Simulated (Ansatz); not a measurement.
The reference is Pt in the fcc (Cu type) structure (space group Fm-3m, No. 225; a = 3.972 Å; relaxed with 0.1 eV smearing). Axes: x, y, z lie along the cube axes.

Calculations: PBE in Ansatz (plane waves to 420 eV, PAW, no spin-orbit coupling).

Perturbation: every lattice vector is shortened by 2.50 %, atoms relaxed at fixed cell.

Q: Predict the stress tensor and what it implies for the stiffness.

A: Stress of the strained cell less that of the base (GPa, compression positive):
```
   23.0     0.0     0.0
    0.0    23.0     0.0
    0.0     0.0    23.0
```

Then B = −ΔP/(ΔV/V₀) with ΔV/V₀ = -0.0731 gives secant stiffness values (nonlinear terms included at this strain): B ≈ 314 GPa.

As a check, the harmonic strain energy −½ V₀ Δσ:ε is 84 meV/atom; the computed energy rise is 76 meV/atom.

Stability against distortions was not tested. All final runs are without spin polarisation.

Ansatz is a program for electronic structure.
